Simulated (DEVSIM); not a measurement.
Device: Schottky contact on n-type Si, at 350 K.

| layer (left to right) | material | thickness (μm) | Nd (cm⁻³) | τn (s) | τp (s) |
|---|---|---|---|---|---|
| 1 | Si | 14.0 | 5.8e16 | 1.8e-5 | 1.8e-5 |
| 2 | Si | 14.0 | 1.9e18 | 1.8e-5 | 1.8e-5 |

Left contact: Schottky, work function 4.52 eV, emission velocity 8.7e6 cm/s. Right contact: ohmic. Voltage is applied to the left contact. Recombination: SRH at mid-gap, radiative. Gap narrowing is on: ΔEg = 6.92 meV × (l + √(l² + 0.5)), l = ln(N/1.3e17 cm⁻³), shared equally by both band edges. Mobility is μmin + (μ − μmin)/(1 + (N/Nref)^α).

This is a model device: material constants are rounded textbook-type values typed into the input, and sizes, dopings and lifetimes were drawn at random. Values at 300 K; Nc and Nv go as T^1.5, mobilities as T to minus their exponent, the gap by Varshni's rule with the affinity fixed.

| parameter | Si |
|---|---|
| gap (eV) | 1.124 |
| affinity (eV) | 4.05 |
| permittivity | 11.7 |
| Nc (cm⁻³) | 2.86e19 |
| Nv (cm⁻³) | 3.1e19 |
| μn (cm²/Vs) | 1417 |
| μp (cm²/Vs) | 470 |
| μn,min | 52 |
| μp,min | 45 |
| Nref,n | 9.7e16 |
| Nref,p | 2.2e17 |
| αn | 0.68 |
| αp | 0.72 |
| T exponent of μn | 2.3 |
| T exponent of μp | 2.2 |
| B (cm³/s) | 4.7e-15 |
| Varshni α (eV/K) | 0.000473 |
| Varshni β (K) | 636 |

Simulated with DEVSIM: 1D drift-diffusion, Boltzmann statistics, complete ionisation; no tunnelling, impact ionisation, image-force lowering or self-heating. Metal contacts follow the ideal Schottky-Mott rule: no Fermi-level pinning, no interface dipoles.

The doping Nd of layer 2 was swept, all else fixed.

| doping Nd of layer 2 (cm^-3) | dark forward voltage at 100 A/cm² (V) | potential step across the device at zero bias (V) |
|---|---|---|
| 5.7e16 | 0.136 | 0.275 |
| 1.9e17 | 0.122 | 0.308 |
| 5.7e17 | 0.116 | 0.334 |
| 1.9e18 | 0.113 | 0.362 |
| 5.7e18 | 0.111 | 0.388 |

From the first row to the last the dark forward voltage at 100 A/cm² goes from 0.136 to 0.111. From the first row to the last the potential step across the device at zero bias goes from 0.275 to 0.388.
